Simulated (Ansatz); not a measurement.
System: Yb (Im-3m, No. 229, 1 atom in the cell; start mp-71; another form than the element's usual one). Method: LDA (Ansatz, an electronic-structure program, PAW).

Run with plane-wave cutoff 520 eV, 18×18×18 k mesh, Fermi–Dirac smearing 0.05 eV, no spin polarisation, scalar-relativistic PAW data made under PBE.

Cell (relaxed at this level):

Space group Im-3m (No. 229); a = b = c = 3.879 Å, α = β = γ = 90.00°

```csv
atom,site,symmetry,x,y,z
Yb,2a,m-3m,0.0000,0.0000,0.0000
```
(The calculation used a cell of 1 atom; values per cell refer to that cell.)

Problem. Estimate the bulk modulus that the calculation returns.

Solution. 
* **bulk modulus**: 27.3 GPa

Note: the run has no spin polarisation, so it can have missed a magnetic state; the bulk modulus is −V dP/dV from two relaxed cells at ±2 % in volume; the relaxation could not lower the start's symmetry, so the cell can be a saddle point above a distorted one; the 4f shell is treated without U or exact exchange, so its levels and filling can be wrong.

Spin–orbit coupling is not included.

The result took very roughly 80 core-seconds.

A start named mp-… is a Materials Project structure, which need not be a measured phase.
